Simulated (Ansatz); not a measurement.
The parent structure is SrHfN2 (space group R-3m, No. 166; a = 3.3198 Å, c = 17.5833 Å (hexagonal axes); a cell from a computed database, its experimental status unchecked).

Levels (all Ansatz, a first-principles code, PAW): PBEsol (420 eV, no spin-orbit coupling); r2SCAN (500 eV, no SOC).

The geometry is relaxed with PBEsol.

- PBEsol smallest direct gap = 0.74 eV
- PBEsol width of the top valence band = 1.64 eV
- PBEsol band gap = 0.17 eV

With r2SCAN at the same geometry, the smallest direct gap goes up by 0.45 eV (0.74 eV → 1.19 eV); the width of the top valence band hardly moves (1.64 eV against 1.65 eV); the band gap rises by 0.43 eV to 0.60 eV.

Single points use the geometry relaxed with PBEsol. Spin-orbit coupling, missing from the scalar runs, can matter with Hf. Stability against distortions was not tested. A zero or small gap of SrHfN2 can be the functional's error rather than a property of the material.
